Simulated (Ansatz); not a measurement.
# NbN, pressure series

Consider NbN in the rock salt structure (space group Fm-3m, No. 225; a = 4.421 Å).

Cell and atoms are relaxed at each pressure.

All numbers come from Ansatz (a program for electronic structure), PBE, PAW, cutoff 420 eV, scalar-relativistic without spin-orbit coupling, earlier PAW set.

Notes on the quantities. enthalpy: H = E + PV relative to the base's energy.

| case | enthalpy | shortest interatomic distance | density |
|---|---|---|---|
| base | – | 2.211 Å | 8.22 g/cm³ |
| pressure −2 GPa | -0.14 eV/atom | 2.215 Å | 8.16 g/cm³ |
| pressure −1 GPa | -0.07 eV/atom | 2.213 Å | 8.19 g/cm³ |
| pressure 3 GPa | +0.20 eV/atom | 2.204 Å | 8.30 g/cm³ |
| pressure 7 GPa | +0.47 eV/atom | 2.195 Å | 8.40 g/cm³ |
| pressure 15 GPa | +0.99 eV/atom | 2.178 Å | 8.59 g/cm³ |
| pressure 30 GPa | +1.94 eV/atom | 2.151 Å | 8.92 g/cm³ |
| pressure 50 GPa | +3.15 eV/atom | 2.121 Å | 9.30 g/cm³ |
| pressure 75 GPa | +4.61 eV/atom | 2.090 Å | 9.73 g/cm³ |
| pressure 100 GPa | +6.00 eV/atom | 2.063 Å | 10.11 g/cm³ |

Load acts through the strain it causes; cell and atoms are relaxed under it. No phonon test of stability was made. No other phases were tried under pressure. All final runs are without spin polarisation.
